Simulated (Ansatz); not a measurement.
Terminations of the (0001) surface of hcp Ru, measured from the surface 'clean 1x1'. Atoms come from or go to: Bi: rhombohedral Bi, In: tetragonal indium, Ir: fcc Ir, Pd: fcc Pd, Rh: fcc Rh, Ru: hcp Ru, Sc: hcp Sc, Si: silicon, Sn: beta tin, V: bcc V, W: bcc W. ΔE is the energy of forming the row's surface from that one (negative: more stable at these reservoirs); the vacuum level's shift is aligned on the shared bottom. No zero-point or thermal terms. These are constructed structures in small cells; real faces may alloy, dewet or reconstruct in larger ones, and not all known structures of the face are among them. Slabs of about 11 Å, Fermi-Dirac smearing of 0.1 eV. Bottom of the slabs: a bare face, its two planes held. Relaxed from the named starts with such symmetry as they have, on meshes of like density; energies extrapolated to zero smearing; spin only where a row says so; no spin-orbit coupling, no U. Brackets mark spin-polarised runs, whose order is one that fits the cell. A dash marks a value that is undefined for that row (no clear gap, or no work function of a gapped slab) or was not read reliably on its mesh.

Calculation: PBE (plane waves to 420 eV, PAW; Ansatz, a program for electronic structure).

```tsv
surface	atoms added per 1x1	ΔE per 1x1 (eV)	shift of the vacuum level (eV)	work function (eV)
a layer of V in place of the second plane [spin start, no net moment]	-1 Ru, +1 V	?	-0.37	4.60
a layer of W in place of the third plane	-1 Ru, +1 W	0.28	-0.18	4.85
a layer of Sc in place of the third plane	-1 Ru, +1 Sc	0.49	-0.25	4.78
a layer of Sn in place of the third plane	-1 Ru, +1 Sn	?	-0.04	5.02
a pseudomorphic layer of Ir in the host's stacking	+1 Ir	-0.30	0.44	5.42
a layer of Rh in place of the third plane	+1 Rh, -1 Ru	-0.01	-0.03	4.95
(√3x√3)R30° surface alloy, Bi on one Ru site of the top plane (3 Bi–Ru bonds broke)	+0.333 Bi, -0.333 Ru	-0.34	-1.05	3.92
p(2x2) layer of Bi, one a cell, on the site that continues the host's stacking	+0.25 Bi	-0.38	-0.80	4.18
a pseudomorphic layer of Si in the other hollow	+1 Si	-0.63	0.06	5.05
(√3x√3)R30° layer of In, one a cell, on the site that continues the host's stacking	+0.333 In	-0.24	-0.89	4.10
top plane shifted to the other hollow	none	0.16	-0.06	4.92
a pseudomorphic layer of Pd in the host's stacking	+1 Pd	?	-0.02	4.98
```

Problem. What belongs in the gaps?

Solution. 
- a layer of V in place of the second plane [spin start, no net moment], ΔE per 1x1 (eV): -0.40
- a layer of Sn in place of the third plane, ΔE per 1x1 (eV): 2.01
- a pseudomorphic layer of Pd in the host's stacking, ΔE per 1x1 (eV): -0.50
